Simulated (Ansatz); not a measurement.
Structure of amorphous Hf$_{18}$O$_{39}$Sc$_{2}$ (periodic cell):

```yaml
crystal:
  lattice:
    - [8.82659, 0.56483, -0.14785]
    - [0.56483, 9.72369, -0.12355]
    - [-0.14785, -0.12355, 8.92255]
  atoms:
    - { symbol: Hf, position: [0.45768, 0.22196, 0.76361] }
    - { symbol: Hf, position: [0.83262, 0.78461, 0.32110] }
    - { symbol: Hf, position: [0.96811, 0.07731, 0.25361] }
    - { symbol: Hf, position: [0.86850, 0.98279, 0.61840] }
    - { symbol: Hf, position: [0.43815, 0.51636, 0.39002] }
    - { symbol: Hf, position: [0.03128, 0.47580, 0.31841] }
    - { symbol: Hf, position: [0.22187, 0.21283, 0.05361] }
    - { symbol: Hf, position: [0.15468, 0.67742, 0.60332] }
    - { symbol: Hf, position: [0.28723, 0.84199, 0.15815] }
    - { symbol: Hf, position: [0.72455, 0.31686, 0.54589] }
    - { symbol: Hf, position: [0.06414, 0.34712, 0.69193] }
    - { symbol: Hf, position: [0.91882, 0.79871, 0.92676] }
    - { symbol: Hf, position: [0.62047, 0.24458, 0.18731] }
    - { symbol: Hf, position: [0.40218, 0.90262, 0.80419] }
    - { symbol: Hf, position: [0.26643, 0.54104, 0.98507] }
    - { symbol: Hf, position: [0.82675, 0.20683, 0.87558] }
    - { symbol: Hf, position: [0.62852, 0.57170, 0.75086] }
    - { symbol: Hf, position: [0.33703, 0.15349, 0.41802] }
    - { symbol: O, position: [0.99362, 0.94439, 0.42634] }
    - { symbol: O, position: [0.85120, 0.21307, 0.10641] }
    - { symbol: O, position: [0.64222, 0.53215, 0.51129] }
    - { symbol: O, position: [0.94449, 0.78259, 0.69492] }
    - { symbol: O, position: [0.12960, 0.21292, 0.30596] }
    - { symbol: O, position: [0.56905, 0.77700, 0.70281] }
    - { symbol: O, position: [0.51851, 0.40119, 0.68997] }
    - { symbol: O, position: [0.60807, 0.22388, 0.95577] }
    - { symbol: O, position: [0.50528, 0.29370, 0.41953] }
    - { symbol: O, position: [0.02102, 0.67344, 0.41307] }
    - { symbol: O, position: [0.35031, 0.63093, 0.19526] }
    - { symbol: O, position: [0.86652, 0.90008, 0.14620] }
    - { symbol: O, position: [0.16140, 0.42550, 0.13411] }
    - { symbol: O, position: [0.93565, 0.39781, 0.49482] }
    - { symbol: O, position: [0.86420, 0.99577, 0.85850] }
    - { symbol: O, position: [0.44946, 0.84236, 0.02070] }
    - { symbol: O, position: [0.33930, 0.94973, 0.34607] }
    - { symbol: O, position: [0.60353, 0.75256, 0.28802] }
    - { symbol: O, position: [0.36016, 0.69354, 0.50593] }
    - { symbol: O, position: [0.04581, 0.26250, 0.89801] }
    - { symbol: O, position: [0.12464, 0.73082, 0.02003] }
    - { symbol: O, position: [0.76163, 0.66680, 0.92584] }
    - { symbol: O, position: [0.94462, 0.17377, 0.64439] }
    - { symbol: O, position: [0.32361, 0.34550, 0.91605] }
    - { symbol: O, position: [0.22628, 0.47924, 0.45339] }
    - { symbol: O, position: [0.47756, 0.57861, 0.91898] }
    - { symbol: O, position: [0.84920, 0.58996, 0.21155] }
    - { symbol: O, position: [0.71635, 0.90548, 0.48282] }
    - { symbol: O, position: [0.22092, 0.82982, 0.73952] }
    - { symbol: O, position: [0.43446, 0.02850, 0.60913] }
    - { symbol: O, position: [0.77438, 0.17792, 0.36439] }
    - { symbol: O, position: [0.14007, 0.53853, 0.76806] }
    - { symbol: O, position: [0.25599, 0.24947, 0.61525] }
    - { symbol: O, position: [0.41433, 0.16818, 0.19214] }
    - { symbol: O, position: [0.80775, 0.40386, 0.76006] }
    - { symbol: O, position: [0.67792, 0.15249, 0.68004] }
    - { symbol: O, position: [0.14005, 0.01451, 0.09984] }
    - { symbol: O, position: [0.58206, 0.44551, 0.20186] }
    - { symbol: O, position: [0.34356, 0.09159, 0.89197] }
    - { symbol: Sc, position: [0.50773, 0.84219, 0.48260] }
    - { symbol: Sc, position: [0.61882, 0.63022, 0.10516] }
```

Methods: PBE, scalar-relativistic without spin-orbit coupling (Ansatz, a first-principles code); r2SCAN, scalar-relativistic without spin-orbit coupling (Ansatz); HSE06, scalar-relativistic without spin-orbit coupling (Ansatz). Neutral PBE cell, which sets geometry, pressure and energy: sampling: a 2×2×2 Γ-centred mesh; Fermi-Dirac width 0.02 eV; no spin polarisation. Exact exchange is cut at the faces of this 9 Å cell, which leaves hybrid gaps a finite-size error.

Preparation: random packing, a CHGNet melt and quench, and a DFT relaxation. O atoms were pushed apart under 1.9 Å during the dynamics, to hinder bonds among them. The hot cell started wider than the set density and was brought back towards it in steps. It is the lowest in DFT energy of 2 quenches. It is a model cell: composition and starting density were chosen by hand, and all elements were melted together. No dispersion term was used. Its density started from a set value of 8.55 and ended at 8.55 g/cm³. The quench (nominally 450 K/ps over its main leg) was far faster than any real one, so the model tends to hold more defects than a real film. One small periodic cell is one sample of the glass; other quenches scatter about these values. The volume was held where the preparation left it and the shape relaxed.

**Question.** Give the pressure and the spacing of the highest filled and lowest empty levels.

**Answer.** 
* **Pressure on a 2×2×2 Γ-centred mesh**: 2.57 GPa
* **Largest force and stress component on that mesh (the relaxation ran on the zone centre alone)**: 0.08 eV/Å and 2.6 GPa
* **Level gap on a 2×2×2 Γ-centred mesh (PBE)**: 3.84 eV
* **Level gap at the zone centre (PBE)**: 3.91 eV
* **Level gap at the zone centre (r2SCAN)**: 4.38 eV
* **Level gap at the zone centre (HSE06)**: 5.46 eV
* **Distance between the nearest levels spread over more than a fifth of the atoms or a third of the atoms of their main element (six at least) (PBE, zone centre)**: 4.14 eV

**Question.** At PBE and the zone centre, how localised are the states just below and above the Fermi level (participation number: the atoms over which a state spreads)?

**Answer.** The highest filled state is spread over 4.9 atoms' worth, largest on O25, with weights by element (charge in smoothed Voronoi cells) O 0.94, Hf 0.06, Sc 0.00. The lowest empty state is spread over 43.6 atoms' worth, largest on Hf18, with weights by element (charge in smoothed Voronoi cells) O 0.50, Hf 0.45, Sc 0.05.

At PBE the levels at the filled edge of the gap are localised (band-tail or defect states).

Neighbours within Hf-Hf 3.34 Å, Hf-O 2.70 Å, Hf-Sc 3.38 Å, O-O 1.58 Å, O-Sc 2.60 Å, Sc-Sc 3.41 Å count as bonded. Two cations that share two anions don't count as bonded, nor two that share one unless they lie closer than Hf-Hf 3.25 Å, Hf-Sc 3.28 Å, Sc-Sc 3.32 Å.

Added carriers, by Ansatz with PBE, scalar-relativistic without spin-orbit coupling on the zone centre alone. Charged cells keep the cell fixed and stand in a uniform background, with no image correction, at a width of 0.01 eV; where the count is odd the moment is locked at 1 μB, unless the neutral cell bore moments. Each starts from the undistorted neutral geometry alone. PBE's self-interaction favours spread-out carriers, so it can miss traps that a hybrid finds.

**Question.** What happens at PBE when the cell takes an extra electron and the atoms relax?

**Answer.** Relaxation lowers the charged cell by 0.19 eV. The largest moves are O42 0.37 Å, O20 0.34 Å, O26 0.22 Å, O38 0.21 Å. The level that holds the added charge spreads over 10.6 atoms' worth, most on Hf18 (weight 0.25): a partly localised carrier. Bonds formed: Hf11-O42. Made neutral again at that geometry, the cell lies +0.45 eV from the neutral start.

**Question.** What happens at PBE when the cell takes a hole and the atoms relax?

**Answer.** Relaxation lowers the charged cell by 0.31 eV. The largest moves are O42 0.35 Å, O25 0.27 Å, O26 0.25 Å, O20 0.21 Å. The level that was emptied spreads over 3.4 atoms' worth, most on O25 (weight 0.48): a localised (trapped) carrier, which neighbours of that atom can share. Bonds formed: Hf11-O42. Made neutral again at that geometry, the cell lies +0.73 eV from the neutral start.
